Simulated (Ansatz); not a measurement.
Reference: Pt (Fm-3m), PBEsol with spin-orbit coupling, DFPT electron-phonon coupling, linearised Boltzmann equation (plane waves, PAW; Ansatz, an electronic-structure program); geometry: relaxed with this functional, without spin-orbit coupling.

```
Pt
1.0
    0.00000     1.95864     1.95864
    1.95864     0.00000     1.95864
    1.95864     1.95864     0.00000
Pt
1
Direct
  0.00000   0.00000   0.00000
```

| Item | Value |
|---|---|
| resistivity at 300 K | 9.6 μΩ·cm |
| mean free path at 300 K | 5.8 nm |
| electron-phonon coupling λ | 0.47 |
| logarithmic mean phonon energy | 11.4 meV |

**Question.** Swap Pt for Au, keeping the structure type. How do these values move?

**Answer.** Au (Fm-3m): volume per atom 15.0 to 17.0 Å³; resistivity at 300 K falls (9.6 μΩ·cm to 2.9 μΩ·cm); mean free path at 300 K rises (5.8 nm to 30 nm); electron-phonon coupling λ falls (0.47 to 0.187); logarithmic mean phonon energy falls (11.4 meV to 8.9 meV).

**Question.** Replace Pt by Ir on the same sites and relax. What happens?

**Answer.** Ir (Fm-3m): volume per atom 15.0 to 14.0 Å³; resistivity at 300 K falls (9.6 μΩ·cm to 5.1 μΩ·cm); mean free path at 300 K rises (5.8 nm to 8.3 nm); electron-phonon coupling λ falls (0.47 to 0.40); logarithmic mean phonon energy rises (11.4 meV to 18.3 meV).

Moves up to 14 % count as about the same. Metals; harmonic phonons alone scatter; means over directions. The mean free path is weighted by the current that each state carries. Halving the electron mesh moves these values by up to 9 %; q meshes are mostly untested.
